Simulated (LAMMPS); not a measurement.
LAMMPS 22 Jul 2025, classical MD, EAM (Finnis-Sinclair form) (Al_mm.eam.fs): Al, 959 atoms.

```
Quantity                                                                                           Value
-----------------------------------------------  -------------------------------------------------------
task                                                                                             MD, nve
potential                                                       EAM (Finnis-Sinclair form), Al_mm.eam.fs
copies of the repeat unit                                                                          8×8×8
shape (slab and sphere leave vacuum in the box)                                                   sphere
temperature                                                                                        600 K
steps                                                                                              10000
timestep                                                                                            2 fs
neighbor skin                                                                                        2 Å
neigh_modify                                                                   every 1 delay 0 check yes
thermo                                                                                               100
newton                                                                                      on (default)
atom_modify sort (bins of 2 Å where set)                                                  1000 (default)
comm_style                                                                               brick (default)
box                                              64.8 × 64.8 × 64.8 Å, the particle off centre in vacuum
start                                                    generated fcc lattice, warmed in an untimed run
compared values                                  energy and forces of the first step, drift over the run
```

It runs on a single node (Arm Neoverse V2, 96 cores on 1 socket, no SMT, 1 L3 cache group).

Times are wall-clock medians of two to five runs, from launch to exit, with nothing else on the machine. Unless noted, each process is bound to its own block of adjacent cores. The build: PyPI wheel: MPICH, OPENMP and OPT packages; another build can shift the numbers. Scratch files lie in a memory file system. A preparatory run goes ahead and isn't timed.

Started as
```bash
# ahead of the timed run: OMP_NUM_THREADS=1 mpirun -np 48 lmp -in in.warm -log none -nocite
OMP_NUM_THREADS=1 mpirun -np 64 lmp -in in.lmp -log log.lammps -nocite
```
(64 ranks, balance = none (default)) it takes 2.1 s and 280 neighbour list builds.

Predict the time once the run is changed to balance = balance 1.05 shift xyz 20 1.02.

About 1.2 s (3 runs within 1 %): 1.8× as fast. The largest move is in other (Other): 0.92 s to 0.056 s. The slowest rank's pair time is 1.91 times the mean in the first run and 1.09 times in the second; the others wait. Neighbour list builds go from 280 to 279. Change in the result: energy equal as printed, forces on 48 atoms equal as printed, drift of the total energy under 0.001 meV an atom.
